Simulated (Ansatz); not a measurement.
Pressure series in TlSnI3

The parent structure is TlSnI₃ (space group Cmcm, No. 63; a cell from a computed database, its experimental status unchecked).

```yaml
crystal:
  lattice:
    - [2.25744, -7.33730, 0.00000]
    - [2.25744, 7.33730, 0.00000]
    - [0.00000, 0.00000, 11.60446]
  atoms:
    - { symbol: Tl, position: [0.24820, 0.75180, 0.25000] }
    - { symbol: Tl, position: [0.75180, 0.24820, 0.75000] }
    - { symbol: Sn, position: [0.00000, 0.00000, 0.00000] }
    - { symbol: Sn, position: [0.00000, 0.00000, 0.50000] }
    - { symbol: I, position: [0.64331, 0.35669, 0.05668] }
    - { symbol: I, position: [0.35669, 0.64331, 0.94332] }
    - { symbol: I, position: [0.35669, 0.64331, 0.55668] }
    - { symbol: I, position: [0.64331, 0.35669, 0.44332] }
    - { symbol: I, position: [0.92262, 0.07738, 0.25000] }
    - { symbol: I, position: [0.07738, 0.92262, 0.75000] }
```

Cell and atoms are relaxed at each pressure.

Level of theory: Kohn–Sham DFT with the PBEsol functional, run in Ansatz (a quantum-chemistry and plane-wave program) with PAW and 420 eV plane waves, spin-orbit coupling left out, earlier PAW set.

```csv
variant,smallest direct gap,electron mass,band gap
base,1.49 eV,"0.16 mₑ along a, 0.35 mₑ along b, 1.5 mₑ along c (at Y)",1.37 eV
pressure 0.3 GPa,1.46 eV,"0.16 mₑ along a, 0.34 mₑ along b, 1.5 mₑ along c (at Y)",1.34 eV
pressure 0.7 GPa,1.43 eV,"0.15 mₑ along a, 0.33 mₑ along b, 1.3 mₑ along c (at Y)",1.30 eV
pressure 1.5 GPa,1.37 eV,"0.15 mₑ along a, 0.32 mₑ along b, 1.1 mₑ along c (at Y)",___
pressure 3 GPa,1.28 eV,___,1.05 eV
pressure 5 GPa,1.17 eV,"0.13 mₑ along a, 0.32 mₑ along b, 0.52 mₑ along c (at Y)",0.79 eV
```

Q: Fill in the withheld entries from the trend.

A: 
- pressure 1.5 GPa, band gap: 1.21 eV
- pressure 3 GPa, electron mass: 0.14 mₑ along a, 0.31 mₑ along b, 0.85 mₑ along c (at Y)

With I and Tl present, leaving out spin-orbit coupling can change the band edges. Load acts through the strain it causes; cell and atoms are relaxed under it. Effective masses come from finite differences of ±0.01 Å⁻¹. Whether these cells are dynamically stable was not tested. No other phases were tried under pressure.
